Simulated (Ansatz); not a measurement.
Symmetric slabs, relaxed from ideal cuts in 1x1 cells, of elemental solids: work function (eV) by functional, in Ansatz (plane waves, PAW). All structures are PBE's; the other columns are single points with references at the same level. No spin-orbit coupling, Hubbard U or dispersion. The rows are a random draw from the class, without slabs that broke up, higher cuts of a face and adsorbates that left their site.

| system | PBE (eV) | r2SCAN (eV) |
|---|---|---|
| hcp Zn (33-62), ideal cut with outer spacing 0.43 Å | 4.21 | 4.30 |
| bcc V (322), ideal cut with outer spacing 0.36 Å | 3.85 | ? |
| hcp Cd (30-31), ideal cut with outer spacing 0.43 Å | 3.86 | 3.91 |
| hcp Re (31-42), ideal cut with outer spacing 0.21 Å | 4.66 | 4.70 |
| hcp Zr (30-32), ideal cut with outer spacing 0.88 Å | 3.79 | 3.79 |
| hcp Mg (31-40), ideal cut with outer spacing 0.51 Å | 3.52 | 3.57 |
| hcp Ti (32-50), ideal cut with outer spacing 0.19 Å | 3.39 | 3.40 |
| hcp Zr (31-42), ideal cut with outer spacing 0.25 Å | 3.51 | 3.51 |

Q: Fit a straight line y = a·x + b by least squares to the 7 complete rows (x: PBE (eV); y: r2SCAN (eV)).

A: the means are x̄ = 3.8486 and ȳ = 3.8829; Σ(x − x̄)² = 1.2255 and Σ(x − x̄)(y − ȳ) = 1.2700, so a = 1.036 and b = ȳ − a·x̄ = -0.106. The largest residual is 0.043.

Q: What does the line predict for the withheld row, bcc V (322), ideal cut with outer spacing 0.36 Å, and what did the calculation give?

A: the line gives 3.88; the calculation gave 3.85, a miss of -0.03, of the size of the fitted rows' scatter and rounding.

Ansatz is a first-principles code.
